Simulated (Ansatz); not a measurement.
Data:

```
SiO2
1.0
    4.23588     0.00000     0.00000
    0.00000     4.23588     0.00000
    0.00000     0.00000     2.64149
Si O
2 4
Direct
  0.50000   0.50000   0.50000
  0.00000   0.00000   0.00000
  0.80693   0.80693   0.50000
  0.30693   0.69307   0.00000
  0.69307   0.30693   0.00000
  0.19307   0.19307   0.50000
```

A single point on SiO2 with a change (uniaxial strain ε_zz = −1.80 %), its geometry relaxed with PBE.

All numbers come from Kohn–Sham DFT with the PBE functional, run in Ansatz (a quantum-chemistry and plane-wave program) with PAW and 420 eV plane waves, with spin-orbit coupling, earlier PAW set. k-mesh 8×8×12 (Γ-centred); smearing 0.05 eV (Fermi–Dirac).

Estimate the electron mass.

0.39 mₑ along z, 0.47 mₑ across (at Γ).

Estimate the pressure.

6.62 GPa.

Single points use the geometry relaxed with PBE. The levels and masses belong to the bands next to the band gap. Effective masses come from finite differences of ±0.01 Å⁻¹. Whether these cells are dynamically stable was not tested. The cell was made from SiO2 in the rutile structure (space group P4_2/mnm, No. 136) by this change: uniaxial strain ε_zz = −1.80 %.
